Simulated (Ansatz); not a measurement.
The starting structures come from a database of crystals and need not be the phases stable at ambient conditions.

 Where the default PAW files enter, the runs use the earlier of Ansatz's two default sets.

By PBEsol, the system below comes out a metal.

A figure of merit of an interconnect metal is its ballistic conductance per area.

Data:

```yaml
crystal:
  lattice:
    - [4.04816, 0.00000, 0.00000]
    - [0.00174, 4.04816, 0.00000]
    - [1.95017, 1.94933, 7.31417]
  atoms:
    - { symbol: Y, position: [0.37446, 0.62554, 0.75000] }
    - { symbol: Y, position: [0.62554, 0.37446, 0.25000] }
    - { symbol: Si, position: [0.95701, 0.20859, 0.58513] }
    - { symbol: Si, position: [0.04299, 0.79141, 0.41487] }
    - { symbol: Si, position: [0.79141, 0.04299, 0.91487] }
    - { symbol: Si, position: [0.20859, 0.95701, 0.08513] }
```

Space group of this cell: C2/c. The cell is strained (lengths across the current scaled by 1.02, ions clamped); by PBEsol its mean pressure is -5.2 GPa.

The current flows along the normal of the first two printed cell vectors. No spin-orbit coupling; the value is a mean over 0.1 eV about the Fermi level.

Problem. Predict the ballistic conductance per area from PBEsol in Ansatz (a quantum-chemistry and plane-wave program).

Solution. 0.64 × 10¹⁵ S/m² for both spins.
